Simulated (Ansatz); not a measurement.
# How the c axis length of C (model structure, P6₁22, No. 178, 6 atoms in the cell) moves with the method

No measured value is used here.

```tsv
level (code)	value (Å)
LDA (Ansatz)	[?]
PBE (Ansatz)	3.377
PBE-D3(BJ) (Ansatz)	3.363
r²SCAN (Ansatz)	3.364
r²SCAN+rVV10 (Ansatz)	3.360
```

Task: Some entries are withheld; supply them.

Result: 
- LDA (Ansatz, a program for electronic structure), value (Å): 3.336

Cutoffs differ between the levels. Ansatz's density-functional and Hartree–Fock values are scalar-relativistic unless marked +SOC, with PAW data made under PBE.

A model structure was made by putting elements into a prototype or built by hand; it is no filed structure, need not be a known phase, and can be a saddle point held by its symmetry.
